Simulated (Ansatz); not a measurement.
Worked example: self-consistent single point of K2BiAuCl6 (Fm-3m, 10 atoms in the cell) in Ansatz (an electronic-structure program).

Computed with LDA (PW92), default PAW files made with PBE (plane waves; Ansatz).

```xyz
10
Lattice="0.0000 5.2851 5.2851 5.2851 0.0000 5.2851 5.2851 5.2851 0.0000" Properties=species:S:1:pos:R:3 pbc="T T T"
K      2.6425     2.6425     2.6425
K      7.9276     7.9276     7.9276
Au     5.2851     5.2851     5.2851
Bi     0.0000     0.0000     0.0000
Cl     2.6520     5.2851     5.2851
Cl     7.9181     5.2851     5.2851
Cl     5.2851     2.6520     5.2851
Cl     5.2851     7.9181     5.2851
Cl     5.2851     5.2851     2.6520
Cl     5.2851     5.2851     7.9181
```

Reference input (self-consistent single point, DFT, LDA (PW92), plane waves, default PAW files made with PBE): kpoints.mp_grid.grid = 4 4 4; hamiltonian.xc = lda; hamiltonian.pseudopotentials = {kind: paw} (the program's default PAW files); scf.occupations.method = cold; scf.occupations.width = 0.1 eV. This run's input differs from it in these lines:

Ansatz 0.2 input:
```diff
@@ -21,3 +21,6 @@
   xc: lda
-  pseudopotentials: { kind: paw }
+  pseudopotentials: { kind: paw_fr }
+magnetization:
+  noncollinear: true
+  spin_orbit: false
 scf:
```

Output (repeated stretches shortened):

```
SCF iter   1: F=—  HF=-34222.302934 eV  |F-HF|=—  |Δ(HF+E_count)|=         —  Δρ=4.00e-2  dr2=1.03e1  dr2_m=0.00e0 (ungated)  ethr=3.10e-3  |M|=0.00e0 ∫|m|=0.00e0 μB  |m|>n=0.0e0 m-floor=0.0e0 τ_xc=0.0e0  β_m=0.30  ⟨swp⟩=10.6  Hψ=4496  notcnv=0
all-band conjugate gradients solve this SCF's bands
preconditioner: auto → Resta (q_TF=auto, 2.254 Å⁻¹)
   [... lines left out ...]
SCF iter  13: F=—  HF=-34218.643381 eV  |F-HF|=—  |Δ(HF+E_count)|=   6.27e-7  S|Δr|=   5.09e-8  Δρ=6.20e-6  dr2=3.55e-7  dr2_m=0.00e0 (ungated)  ethr=1.23e-12  |M|=0.00e0 ∫|m|=0.00e0 μB  |m|>n=0.0e0 m-floor=0.0e0 τ_xc=0.0e0  β_m=0.85  ⟨swp⟩=4.5  [...]
SCF iter  14: F=-34218.643381 eV  HF=-34218.643381 eV  |F-HF|=3.01e-8  |Δ(HF+E_count)|=   1.15e-7  S|Δr|=   6.06e-9  Δρ=2.02e-6  dr2=4.13e-8  dr2_m=0.00e0 (ungated)  ethr=1.23e-12  |M|=0.00e0 ∫|m|=0.00e0 μB  |m|>n=0.0e0 m-floor=0.0e0 τ_xc=0.0e0  [...]
SCF 1 converged in 14 iterations: F = -34218.643381 eV  dr2 = 4.13e-8
Stability not checked (fill_not_monotonic)
Magnetization: |M| = 0.0000 μB,  M = (+0.0000, +0.0000, +0.0000) μB
Absolute magnetization: 0.0000 μB (∫|m|)
  site 0: m = (+0.0000, +0.0000, +0.0000) μB, |m| = 0.0000 μB  (R = 1.54 Å)
  site 1: m = (+0.0000, +0.0000, +0.0000) μB, |m| = 0.0000 μB  (R = 1.54 Å)
  site 2: m = (+0.0000, +0.0000, +0.0000) μB, |m| = 0.0000 μB  (R = 1.09 Å)
  site 3: m = (+0.0000, +0.0000, +0.0000) μB, |m| = 0.0000 μB  (R = 1.09 Å)
  site 4: m = (+0.0000, +0.0000, +0.0000) μB, |m| = 0.0000 μB  (R = 1.09 Å)
   [... lines left out ...]
Free energy (F): -34218.643381 eV
Fermi energy:    4.881127 eV
Smearing:        width narrowed from 0.1000 eV (input) to 0.0489 eV after iteration 10, whose occupations did not sum to the number of electrons (Fermi level …
   [... lines left out ...]
  atom  10  Cl     0.00000000    -0.00000000    -0.38014584
--- Stress (GPa, compression-positive) ---
       -1.015223      -0.000000      -0.000000
       -0.000000      -1.015223      -0.000000
       -0.000000      -0.000000      -1.015223
  P = ⅓ Tr σ = -1.0152 GPa (-10.152 kbar)
  The stress holds the Pulay correction. Without it, at fixed plane waves, as pw.x and ABINIT print it: P = -1.0245 GPa
```

The run converged in 14 iterations. Against the reference run the pressure stays at -1.02 GPa, the largest force stays at 0.380 eV/Å and the gap on the mesh stays at 0.366 eV.

The starting cell was generated: these elements placed on a structure prototype, without a prior relaxation; it need not be a known phase or ordering of this composition. Spin-orbit coupling is off. Ansatz's pressure includes its estimate of the finite-basis (Pulay) stress.

Cost on one core of a shared machine: roughly 70 s.
